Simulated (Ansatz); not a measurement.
**A computed series for hypothetical P4_2/mnm ZnS: response to strain**

Start from ZnS (space group P4_2/mnm, No. 136; a = 6.518 Å, c = 3.808 Å; a hypothetical phase, not in the database extracts checked). Axes: x, y, z lie along a, b, c of the conventional cell.

Strains are applied to the cell and any free atomic positions relax; under biaxial strain the out-of-plane vector relaxes too; under stress the whole cell relaxes.

Method: plane-wave PAW DFT at the PBEsol level (Ansatz, an electronic-structure program, 420 eV), scalar-relativistic without spin-orbit coupling.

```tsv
change	band gap	volume per atom	electron mass
base	2.24 eV	20.22 Å³	0.17 mₑ along c, 0.19 mₑ across (at Γ)
biaxial strain +1.19 %, plane normal [001], relaxed out of plane	2.14 eV	20.51 Å³	0.17 mₑ out of plane, 0.19 mₑ in plane (at Γ)
biaxial strain +1.74 %, plane normal [001], relaxed out of plane	2.08 eV	[?]	[?]
tensor shear ε_xz = +0.68 %	[?]	20.22 Å³	0.17 mₑ along z, 0.19 mₑ across (at Γ)
uniaxial stress, 2 GPa tension along x	2.16 eV	20.34 Å³	[?]
```

**Question.** What belongs in the blanks?

**Answer.** 
- biaxial strain +1.74 %, plane normal [001], relaxed out of plane, volume per atom: 20.65 Å³
- biaxial strain +1.74 %, plane normal [001], relaxed out of plane, electron mass: 0.17 mₑ out of plane, 0.18 mₑ in plane (at Γ)
- tensor shear ε_xz = +0.68 %, band gap: 2.22 eV
- uniaxial stress, 2 GPa tension along x, electron mass: 0.20 mₑ along y, 0.17 mₑ across (at Γ)

Effective masses come from finite differences of ±0.01 Å⁻¹. Gaps are read on the SCF mesh and a high-symmetry path. Beyond what the load breaks, stability against distortions was not tested.
